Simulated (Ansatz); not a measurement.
## Carrier properties of MgO under load (space group Fm-3m)

Given:

```
CELL_PARAMETERS angstrom
      0.00000     2.08236     2.08236
      2.08236     0.00000     2.08236
      2.08236     2.08236     0.00000
ATOMIC_POSITIONS crystal
  Mg 0.00000 0.00000 0.00000
  O  0.50000 0.50000 0.50000
```

Calculation: PBE, rigid bands (plane waves, PAW, scalar-relativistic; Ansatz, a quantum-chemistry and plane-wave program). Condition of this run: hydrostatic pressure of 6 GPa (compression positive) (the target of the relaxation). Cell: cell and atoms relaxed with PBEsol, then loaded as said.

- band gap = 5.08 eV
- electron conductivity mass (300 K, dilute) = 0.37 mₑ
- hole conductivity mass (300 K, dilute) = 2.3 mₑ
- effective density of states N_c (300 K) = 5.8e18 cm⁻³
- effective density of states N_v (300 K) = 2.9e20 cm⁻³
- density-of-states mass, electrons = 0.38 mₑ
- density-of-states mass, holes = 5.1 mₑ
- Seebeck coefficient, n-type 1e19 cm⁻³, 300 K = -177 μV/K
- best n-type power factor at 300 K for τ = 10 fs (best axis; densities from 1e16 to 1e21 cm⁻³ tried, whether or not they can be reached) = 2.4 μW/(cm·K²) at 3e19 cm⁻³
- Seebeck coefficient, p-type 1e19 cm⁻³, 300 K = 505 μV/K

Rigid bands; masses and Seebeck coefficients take one relaxation time τ for all states and one kind of carrier; polarons and phonon drag are left out. Spin-orbit coupling is left out. Geometry: cell and atoms relaxed with PBEsol.
